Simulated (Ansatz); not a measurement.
Take W in the diamond structure (space group Fd-3m, No. 227; a = 5.8295 Å; a hypothetical phase, not in the database extracts checked) as the base. Axes: x, y, z lie along the cube axes.

(Cell as relaxed with PBE.)

Levels (all Ansatz, a program for electronic structure, PAW): PBE (420 eV, scalar-relativistic without spin-orbit coupling); PBEsol (420 eV, spin-orbit coupling left out).

Each level relaxes its own structure.

| base | PBE | PBEsol |
|---|---|---|
| volume per atom | 24.76 Å³ | 23.83 Å³ |
| lattice parameter a | 5.829 Å | 5.755 Å |
| band gap | zero | zero |

The change: a free-standing slab of 7 layers (14 atoms, 2 a layer) is cut normal to [110], with 15 Å of vacuum and the in-plane cell held at bulk.

```csv
quantity,PBE,PBEsol
shortest interatomic distance,2.467 Å,?
excess energy per area of both faces (slab less bulk energy over the cell's area: twice a surface energy) (uncertain by up to 0.10 J/m²),2.7 J/m²,?
band gap,zero,?
```

**Question.** Predict the PBEsol column.

**Answer.** 
- shortest interatomic distance, PBEsol: 2.439 Å
- excess energy per area of both faces (slab less bulk energy over the cell's area: twice a surface energy) (uncertain by up to 0.10 J/m²), PBEsol: 3.1 J/m²
- band gap, PBEsol: zero

PBE's shortest interatomic distance lies 0.028 Å above PBEsol's (1.2 %); PBE's excess energy per area of both faces lies 0.4 J/m² below PBEsol's; the two agree on the band gap. Neither level is exact; PBEsol is the comparison here, not a measurement.

The excess energy carries the mismatch between the slab's and the bulk's meshes. Stability against distortions was not tested. All final runs are without spin polarisation. W has a high density of states at the Fermi level and may be magnetic at this level.
